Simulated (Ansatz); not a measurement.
Sn on the 1x1 (0001) surface of hcp Y, one in a 2x2 cell, energies for each (46.3 Å²). Energies are against an atom of beta tin, without zero-point or thermal terms; each row is named by its start. No converged result for: 1 more start.

Calculation: PBE (plane waves to 420 eV, PAW; Ansatz, a program for electronic structure).

Set-up: 17 atoms, 8.4 Å thick at the start under the adsorbate (thin: gaps and levels are the slab's own); mesh 5x5x1; 0.1 eV smearing; dipole correction on; 8 atoms held, the rest relaxed; each run with such symmetry as its start has; no spin, no spin-orbit, no U, no dispersion correction.

A negative adsorption energy means that the adsorbate is more stable on the surface than in its reference. Starts that drift may end in the same place. Heights count from the host atoms within 0.3 Å of the top one.

| starting site | E_ads (eV) | height (Å) | nearest host atom (Å) | bonded to | Δ work function (eV) | lateral drift (Å) |
|---|---|---|---|---|---|---|
| hollow Y-Y-Y | -0.68 | … | Y 3.07 | 3 Y | 1.12 | 0.0 |
| hollow Y-Y-Y over Y at depth 2.8 Å | -0.75 | 2.21 | Y 3.06 | 3 Y | 1.06 | 0.0 |
| bridge Y-Y (span 3.7 Å) | -0.75 | 2.20 | Y 3.05 | 3 Y | 1.05 | 1.1 |

Problem. Some entries are withheld; supply them.

Solution. 
- hollow Y-Y-Y, height (Å): 2.28
